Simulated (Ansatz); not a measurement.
Base system: Si in the diamond structure (space group Fd-3m, No. 227; a = 5.4443 Å).

Levels (all Ansatz, a quantum-chemistry and plane-wave program, PAW): r2SCAN (500 eV, spin-orbit coupling left out); HSE06 (420 eV, no spin-orbit coupling).

Its gap is 0.78 eV with r2SCAN and 1.14 eV with HSE06.

Now apply this change: cell and atoms relaxed at a pressure of 3 GPa.

With r2SCAN the gap becomes 0.72 eV.

If the HSE06 correction stayed the same, what would the HSE06 gap be, and what does the HSE06 run give?

A rigid correction of +0.36 eV gives 1.08 eV. The HSE06 run gives 1.09 eV, so the two effects roughly add.

Single points use the geometry relaxed with r2SCAN. HSE06 was sampled on its mesh, a few special points and the semilocal edge points, so its gap is an upper bound. Load acts through the strain it causes; cell and atoms are relaxed under it. Whether these cells are dynamically stable was not tested. Tetrahedral semiconductors of this kind turn to denser phases somewhere between about 1 and 50 GPa; those were not computed, so compressed cells here can lie past the real transition.
